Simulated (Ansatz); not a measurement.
The parent structure is Mg₂Ge in the anti-fluorite structure (space group Fm-3m, No. 225; a = 6.286 Å).

All numbers come from LDA/PAW in Ansatz (a first-principles code), without spin-orbit coupling.

Strains are applied to the cell and any free atomic positions relax.

One change was made to it. Results:

| quantity | base | after |
|---|---|---|
| pressure | 0.0 GPa | 6.2 GPa |
| band gap | 0.10 eV | zero |
| energy relative to the base (free energy F) | 0 meV/atom | +32 meV/atom |

### Question
What was done to the base?
(A) isotropic strain −2.50 %
(B) isotropic strain −2.00 %
(C) isotropic strain +1.00 %
(D) isotropic strain −3.00 %
(E) isotropic strain +2.50 %

### Answer
D, isotropic strain −3.00 %. For comparison, the energy relative to the base in the other runs: isotropic strain +2.50 % gives +19 meV/atom; isotropic strain +1.00 % gives +3.2 meV/atom; isotropic strain −2.00 % gives +14 meV/atom; isotropic strain −2.50 % gives +22 meV/atom.

No phonon test of stability was made. All final runs are without spin polarisation. Gaps under 0.05 eV, about the width of the smearing, are given as zero. The zero or small gap of Mg2Ge can change with the level of theory.
